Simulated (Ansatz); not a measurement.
In2SeS (model structure, started from the Cd2SeS type, P3m1, No. 156, 4 atoms in the cell), treated with PBE in Ansatz (plane waves, PAW).

Numerical settings: plane-wave cutoff 520 eV, 18×18×6 k mesh (along the axes of the cell as run), Fermi–Dirac smearing 0.05 eV, scalar-relativistic PAW data made under PBE.

Cell (relaxed with PBEsol):

Space group P3m1 (No. 156); a = b = 4.009 Å, c = 9.222 Å, α = β = 90.00°, γ = 120.00°

```
atom  site  symmetry       x       y       z
----  ----  --------  ------  ------  ------
In      1a       3m.  0.0000  0.0000  0.4493
In      1b       3m.  0.3333  0.6667  0.0248
Se      1b       3m.  0.3333  0.6667  0.5853
S       1a       3m.  0.0000  0.0000  0.1886
```

**Question.** Give the computed band gap and direct gap at Γ.

**Answer.** 
- band gap = 0.45 eV (on the SCF k mesh)
- direct gap at Γ = 2.30 eV

Note: the relaxation could raise the start's symmetry but not lower it, so the cell can be a saddle point; cell and atoms aren't relaxed at this level (largest force component 0.23 eV/Å, pressure 2.1 GPa); the cell has widely spaced layers and the level no dispersion term, so their spacing and the moduli can rest on weak binding.

Spin–orbit coupling is not included.

It cost around 70 core-seconds (rough) of CPU time.

A model structure was made by putting elements into a prototype or built by hand; it is no filed structure, need not be a known phase, and can be a saddle point held by its symmetry.

Ansatz is an electronic-structure program.
